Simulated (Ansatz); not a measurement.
Consider the following.

```yaml
crystal:
  lattice:
    - [0.00000, 2.96966, 3.02905]
    - [2.96966, 0.00000, 3.02905]
    - [2.96966, 2.96966, 0.00000]
  atoms:
    - { symbol: Cu, position: [0.00000, 0.00000, 0.00000] }
    - { symbol: I, position: [0.25000, 0.25000, 0.25000] }
```

No spin polarisation.

Computed with PBEsol in Ansatz (plane waves to 420 eV, PAW, no SOC). k-mesh 10×10×10 (Γ-centred); smearing 0.05 eV (Fermi–Dirac).

What is the computed stress (xx, yy, zz, yz, xz, xy; compression positive)?

(-0.80, -0.80, -1.20, 0.00, 0.00, 0.00) GPa.

What band gap does the calculation give?

1.10 eV.

What space group does the calculation give?

I-4m2 (No. 119).

Spin-orbit coupling, missing from the scalar runs, can matter with I. The cells carry an imposed strain or load. Whether these cells are dynamically stable was not tested. All final runs are without spin polarisation. The cell was made from CuI in the zinc blende structure (space group F-43m, No. 216) by this change: uniaxial strain ε_zz = +2.00 %.

Ansatz is a first-principles code.
